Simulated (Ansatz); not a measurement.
Start from SrTiO3 in the cubic perovskite structure (space group Pm-3m, No. 221; a = 3.8911 Å). Axes: x, y, z lie along the cube axes.

Level of theory: plane-wave PAW DFT at the PBEsol level (Ansatz, a first-principles code, 420 eV), no SOC.

A first run, uniaxial strain ε_xx = −1.09 %, gives secant values C11 ≈ 370 GPa and C12 ≈ 110 GPa from its stress. A second run applies uniaxial stress, 3 GPa tension along x.

Question: What does linear elasticity predict for Young's modulus in the second run, and what does the run give?

Answer: Linear elasticity: (C11 − C12)(C11 + 2 C12)/(C11 + C12) = 320 GPa. The run gives 290 GPa; any difference comes from nonlinear terms at these strains and numerical noise.

Stability under load was not tested beyond the relaxation. The final runs are not spin-polarised. Many cubic perovskites are stable only at high temperature; tilts and polar distortions were not tested.
